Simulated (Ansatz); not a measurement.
**AlN: N → As**

Start from AlN in the wurtzite structure (space group P6_3mc, No. 186; a = 3.1138 Å, c = 4.9836 Å).

The change: As takes the place of N on all its sites; the structure is relaxed again.

The values are results of DFT with PBEsol, PAW potentials and a 420 eV plane-wave cutoff in Ansatz (a quantum-chemistry and plane-wave program), no SOC, not measurements. Settings: 10×10×5 k-points, 0.05 eV Fermi–Dirac smearing, for the changed cell.

The volume per atom rises by 12.374 Å³ to 22.84 Å³ and the density rises by 0.45 g/cm³ to 3.70 g/cm³. The lattice parameter a rises by 0.8897 Å, from 3.114 Å to 4.003 Å and the c/a ratio goes up by 0.0433 to 1.644. The space group stays P6_3mc (No. 186) and the band gap falls by 2.459 eV (4.09 eV → 1.64 eV). The gap character goes from direct at Γ to indirect, Γ → L–M (20 % along) and the width of the top valence band increases by 0.12 eV (2.41 eV → 2.53 eV). The valence-band top at Γ (three highest levels, from the VBM) changes from 0.00, -0.22, -0.22 eV to 0.00, 0.00, -0.13 eV.

Stability against distortions was not tested. For AlAs in this form, whether it has been made was not checked. This is not the structure that AlAs has at room temperature and ambient pressure.
